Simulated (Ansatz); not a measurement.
Start from Sn in the diamond structure (space group Fd-3m, No. 227; relaxed with 0.1 eV smearing).

```
CELL_PARAMETERS angstrom
      0.00000     3.32790     3.32790
      3.32790     0.00000     3.32790
      3.32790     3.32790     0.00000
ATOMIC_POSITIONS crystal
  Sn 0.50000 0.50000 0.50000
  Sn 0.75000 0.75000 0.75000
```

Cartesian axes are those of the cell as printed.

The values are results of Ansatz (a program for electronic structure) PBE, no spin-orbit coupling, earlier PAW set, not measurements.

Modification: compressive biaxial strain of 2.60 % in the plane normal to [001], as in epitaxy on a mismatched substrate; the out-of-plane cell vector and the atoms relax.

Problem. What does the calculation give for the ratio −ε⊥/ε∥ and energy relative to the base after the change?

Solution. The ratio −ε⊥/ε∥ is 0.97; the energy goes up by 9.3 meV/atom.

No phonon test of stability was made.
